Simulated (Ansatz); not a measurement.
The starting structures come from a database of crystals and need not be the phases stable at ambient conditions.

By PBEsol, the system below comes out a metal.

The ballistic (Sharvin) conductance counts the channels at the Fermi level: G/A = (e²/h) × channels of both spins per area.

Input:

```
ScS
1.0
    3.68938     0.00000     0.00000
   -1.84469     3.19510     0.00000
    1.84469     1.06503     3.01237
Sc S
1 1
Direct
  0.00000   0.50000   0.50000
  0.00000   0.00000   0.00000
```

Space group of this cell: Fm-3m, rock salt. The cell is taken as given; by PBEsol its mean pressure is -4.1 GPa.

The current flows along the normal of the first two printed cell vectors, the (111) plane of the conventional cell. No spin-orbit coupling; the value is a mean over 0.1 eV about the Fermi level.

**Question.** State the ballistic conductance per area according to PBEsol run with Ansatz (an electronic-structure program).

**Answer.** 0.91 × 10¹⁵ S/m² for both spins.
